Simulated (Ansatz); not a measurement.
The starting structures come from a database of crystals and need not be the phases stable at ambient conditions.

 Where the default PAW files enter, the runs use the earlier of Ansatz's two default sets.

By PBEsol, the system below comes out a metal.

Here is the system:

```xyz
6
Lattice="6.7124 0.0000 0.0000 0.5625 6.6888 0.0000 2.6124 2.4020 2.2229" Properties=species:S:1:pos:R:3 pbc="T T T"
Co     1.5875     4.5454     1.1115
Co     4.6624     1.2010     1.1115
Co     6.2499     5.7464     2.2229
Sn     3.9187     5.6602     1.1115
Sn     5.9687     3.4306     1.1115
Sn     0.0000     0.0000     0.0000
```

Space group of this cell: P6/mmm. The cell is taken as given; by PBEsol its mean pressure is -2.1 GPa.

The current flows along the normal of the first two printed cell vectors, the (111) plane of the conventional cell. No spin-orbit coupling; the value is a mean over 0.1 eV about the Fermi level.

State the ballistic conductance per area according to PBEsol in Ansatz (a first-principles code).

0.52 × 10¹⁵ S/m² for both spins.
